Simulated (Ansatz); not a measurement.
Consider InP in the zinc blende structure (space group F-43m, No. 216; a = 5.9073 Å). Axes: x, y, z lie along the cube axes.

All numbers come from DFT with r2SCAN, PAW potentials and a 500 eV plane-wave cutoff in Ansatz (a program for electronic structure), no spin-orbit coupling, earlier PAW set.

Strains are applied to the cell and any free atomic positions relax; under biaxial strain the out-of-plane vector relaxes too.

One change was made to it. Results:

```csv
quantity,base,after
"valley order (the lowest conduction-band minima on the path, energy above the VBM, named in the base's zone)",Γ 1.02 eV; L along ⟨111⟩ 1.79 eV; X along ⟨100⟩ 2.04 eV,Γ 0.90 eV; L along [11-1] 1.53 eV; L along [1-11] 1.60 eV; L along [1-1-1] 1.65 eV
energy relative to the base (free energy F),0 meV/atom,+5.5 meV/atom
shortest interatomic distance,2.558 Å,2.546 Å
"pressure (mean of the normal stresses, compression positive)",0.01 GPa,0.43 GPa
```

Which of these changes matches the shifts?
A) isotropic strain +0.69 %
B) biaxial strain −1.70 %, plane normal [111], relaxed out of plane
C) strain tensor (xx, yy, zz, yz, xz, xy) = (+1.98, −1.28, −1.30, +1.12, +0.64, +0.31) %
D) uniaxial strain ε_xx = +1.56 %
E) uniaxial strain ε_yy = +4.13 %

C, strain tensor (xx, yy, zz, yz, xz, xy) = (+1.98, −1.28, −1.30, +1.12, +0.64, +0.31) %. For comparison, the valley order in the other runs: isotropic strain +0.69 % gives Γ 0.90 eV; L along ⟨111⟩ 1.74 eV; X along ⟨100⟩ 2.07 eV; uniaxial strain ε_xx = +1.56 % gives Γ 0.91 eV; L along [1-11] 1.72 eV; X along [001] 2.01 eV; X along [100] 2.10 eV; uniaxial strain ε_yy = +4.13 % gives Γ 0.71 eV; L along [1-1-1] 1.59 eV; X along [001] 1.97 eV; X along [010] 2.19 eV; biaxial strain −1.70 %, plane normal [111], relaxed out of plane gives Γ 1.07 eV; L along [1-11] 1.71 eV; X along [100] 1.90 eV; L along [111] 2.04 eV.

The levels and masses belong to the bands next to the band gap. Whether these cells are dynamically stable was not tested.
